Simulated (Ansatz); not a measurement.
SiRh (model structure, started from the TiAs type, P6₃/mmc, No. 194, 8 atoms in the cell): properties by level of theory

```csv
level (code),lattice parameter a (Å),lattice parameter c (Å)
PBE (Ansatz),3.786,[?]
PBEsol (Ansatz),3.762,[?]
PBE-D3(BJ) (Ansatz),3.757,9.179
```

Problem. Fill in the missing entries.

Solution. 
- PBE (Ansatz, an electronic-structure program), lattice parameter c (Å): 9.326
- PBEsol (Ansatz), lattice parameter c (Å): 9.145

Ansatz's density-functional and Hartree–Fock values are scalar-relativistic unless marked +SOC, with PAW data made under PBE.

Computed values are for the static lattice.

A model structure was made by putting elements into a prototype or built by hand; it is no filed structure, need not be a known phase, and can be a saddle point held by its symmetry.
